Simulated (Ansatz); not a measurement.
Amorphous In24O39La2, 65 atoms at 6.32 g/cm³, one PBE-relaxed geometry, zone centre. Methods: PBE, scalar-relativistic without spin-orbit coupling (Ansatz, a first-principles code); r2SCAN, scalar-relativistic without spin-orbit coupling (Ansatz); HSE06, scalar-relativistic without spin-orbit coupling (Ansatz). Plane waves to 420 eV (r2SCAN 500 eV); exact exchange is cut at the cell's faces. At PBE the levels at the filled edge of the gap are localised (band-tail or defect states). All rungs ran without spin polarisation.

The cell was made by melting and quenching with the CHGNet potential and then relaxed with DFT. O atoms were pushed apart under 1.9 Å during the dynamics, to hinder bonds among them. The hot cell started wider than the set density and was brought back towards it in steps. It is the lowest in DFT energy of 2 quenches. It is a model cell: composition and starting density were chosen by hand, and all elements were melted together. No dispersion term was used. Its density started from a set value of 6.51 and ended at 6.32 g/cm³. The quench (nominally 280 K/ps over its main leg) was far faster than any real one, so the model tends to hold more defects than a real film. One small periodic cell is one sample of the glass; other quenches scatter about these values. Volume and shape were free in the relaxation.

The relaxation ran on the zone centre alone. At PBE the level gap is 0.64 eV on a 2×2×2 Γ-centred mesh, and the spacing at the zone centre alone 0.63 eV.

**Question.** What zone-centre spacing does r2SCAN give, roughly?

**Answer.** 1.08 eV (+0.45 eV against PBE).

**Question.** What zone-centre spacing does HSE06 give, roughly?

**Answer.** 2.04 eV (+1.41 eV against PBE).

The highest filled and the lowest empty state spread over these numbers of atoms (participation numbers): PBE: 5.8 and 60.4; r2SCAN: 8.1 and 60.2; HSE06: 11.9 and 60.0.
